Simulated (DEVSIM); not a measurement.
Schottky contact on n-type Si

Device: Schottky contact on n-type Si, at 300 K.

```
layer (left to right)  material  thickness (μm)  Nd (cm⁻³)  τn (s)  τp (s)
---------------------  --------  --------------  ---------  ------  ------
1                            Si            19.0     1.8e16  5.4e-5  5.4e-5
```

Left contact: Schottky, work function 4.77 eV, emission velocity 1.5e6 cm/s. Right contact: ohmic. Voltage is applied to the left contact. Recombination: SRH at mid-gap. Mobility is μmin + (μ − μmin)/(1 + (N/Nref)^α).

This is a model device: material constants are rounded textbook-type values typed into the input, and sizes, dopings and lifetimes were drawn at random. Values at 300 K.

```csv
parameter,Si
gap (eV),1.124
affinity (eV),4.05
permittivity,11.7
Nc (cm⁻³),2.86e19
Nv (cm⁻³),3.1e19
μn (cm²/Vs),1417
μp (cm²/Vs),470
"μn,min",52
"μp,min",45
"Nref,n",9.7e16
"Nref,p",2.2e17
αn,0.68
αp,0.72
```

Simulated with DEVSIM: 1D drift-diffusion, Boltzmann statistics, complete ionisation; no tunnelling, impact ionisation, image-force lowering or self-heating. Metal contacts follow the ideal Schottky-Mott rule: no Fermi-level pinning, no interface dipoles.

```json
{
  "potential_step_across_the_device_at_zero_bias": "0.529 V",
  "largest_field_in_the_device_at_zero_bias": "53000 V/cm",
  "Dark forward voltage at 1 A/cm²": "0.315 V",
  "Dark forward voltage at 100 A/cm²": "0.496 V"
}
```

Dark forward current:

| V (V) | J (A/cm²) |
|---|---|
| 0.05 | 3.2e-5 |
| 0.15 | 0.0018 |
| 0.25 | 0.084 |
| 0.30 | 0.57 |
| 0.40 | 18 |
| 0.50 | 110 |
| 0.60 | 240 |
| 0.70 | 380 |
| 0.75 | 460 |
| 0.85 | 610 |
| 0.95 | 760 |
| 1.05 | 920 |
| 1.10 | 1000 |
| 1.20 | 1200 |
| 1.30 | 1300 |
| 1.40 | 1500 |
| 1.50 | 1600 |
| 1.55 | 1700 |
| 1.65 | 1900 |
| 1.75 | 2000 |

Small-signal capacitance in reverse bias (quasi-static):

```json
[
 {"V (V)": "-0.2", "C (nF/cm²)": "46.1"},
 {"V (V)": "-0.5", "C (nF/cm²)": "38.6"},
 {"V (V)": "-1", "C (nF/cm²)": "31.5"},
 {"V (V)": "-1.5", "C (nF/cm²)": "27.3"},
 {"V (V)": "-2", "C (nF/cm²)": "24.4"},
 {"V (V)": "-3", "C (nF/cm²)": "20.6"},
 {"V (V)": "-4", "C (nF/cm²)": "18.2"},
 {"V (V)": "-5", "C (nF/cm²)": "16.5"},
 {"V (V)": "-6.5", "C (nF/cm²)": "14.6"},
 {"V (V)": "-8", "C (nF/cm²)": "13.3"},
 {"V (V)": "-10", "C (nF/cm²)": "11.9"}
]
```
